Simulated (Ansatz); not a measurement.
## Li in the bcc (W type) structure (space group Im-3m, No. 229)

```
Li
1.0
   -1.71739     1.71739     1.71739
    1.71739    -1.71739     1.71739
    1.71739     1.71739    -1.71739
Li
1
Direct
  0.00000   0.00000   0.00000
```

All numbers come from Ansatz (a program for electronic structure), PBE, PAW, cutoff 420 eV, spin-orbit coupling left out, earlier PAW set. k-mesh 19×19×19 (Γ-centred); smearing 0.05 eV (Fermi–Dirac).

| Item | Result |
|---|---|
| Volume per atom | 20.26 Å³ |
| Density | 0.57 g/cm³ |
| Band gap | zero |
| Total energy | -204.687 eV/atom (σ→0; compares only within this code and set-up) |

Whether these cells are dynamically stable was not tested.
